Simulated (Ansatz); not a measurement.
Subject: the formation energy of SrO (rock salt, Fm-3m) from the elements. Reaction: Sr (fcc) + 1/2 O2 (gas) → SrO (rock salt). A negative value means that the right-hand side lies lower. The value is per atom of the solid.

SrO (rock salt, Fm-3m), 2 atoms in the cell. Conventional cell: a = b = c = 5.195 Å, α = β = γ = 90.00°.

Method: Ansatz (a program for electronic structure), PAW, neutral cells at 0 K with nuclei at rest, on structures from PBE. Ansatz runs with its PAW set soft_1. Other levels take these structures. HSE06 runs on coarser k-point meshes, mended by the PBE difference between the two meshes. Some cells are metallic or hold partly filled levels, where a hybrid on a coarse mesh is less sure. The lattices are those relaxed with PBE, so at other levels the solids can be strained, which adds to the spread. A dispersion term (D3(BJ), or D4 for r2SCAN) was computed beside these levels and is taken off wherever the name lacks it. Space groups of crystals are read within 0.01 Å.

Measured enthalpy at 298 K, from tabulated formation enthalpies: -3.07 eV/atom (as tabulated in Friedrich and co-workers, 2018, arXiv:1811.08952). It holds thermal and zero-point parts that the computed values lack, which would shift all levels alike, taken here as about 0.04 eV/atom at most.

Q: Which of the levels (PBE, LDA, PBEsol, RPBE, r2SCAN, HSE06) reproduces the measured value best, and by how much do the others miss?

A: 
```csv
Functional,computed (eV/atom),computed less measured
LDA,-3.07,0.00
r2SCAN,-2.98,0.09
PBEsol,-2.80,0.27
HSE06,-2.77,0.30
PBE,-2.72,0.35
RPBE,-2.54,0.53
```

LDA comes closest here; RPBE misses by 0.53 eV/atom.
